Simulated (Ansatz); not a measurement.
## A constructed model of the (111)A surface of zinc-blende ZnSe, Zn-terminated, 2x2 Si adatom at T4 (bottom of the slab: 2 H on 4 bottom sites)

Computed with PBE (plane waves to 420 eV, PAW; Ansatz, a quantum-chemistry and plane-wave program).

Slab: 35 atoms, 13.9 Å thick at the start with caps and adatoms (thin: gaps and levels are the slab's own); k 3x3x1, smearing 0.025 eV, dipole-corrected; 8 atoms held, the rest relaxed; symmetry of the start imposed; no spin, no spin-orbit, no U. In PBE it is, or lies within 0.01 eV a 1x1 cell of, the lowest of the 2 structures of its composition computed so far; subsurface sites and larger cells were not tried.

```json
{
 "gap_of_the_slab_on_its_k_mesh": "0.54 eV",
 "highest_filled_level_below_the_top_vacuum_level": "4.86 eV",
 "energy_released_by_relaxation": "2.56 eV",
 "cost": "roughly 26 core-minutes"
}
```
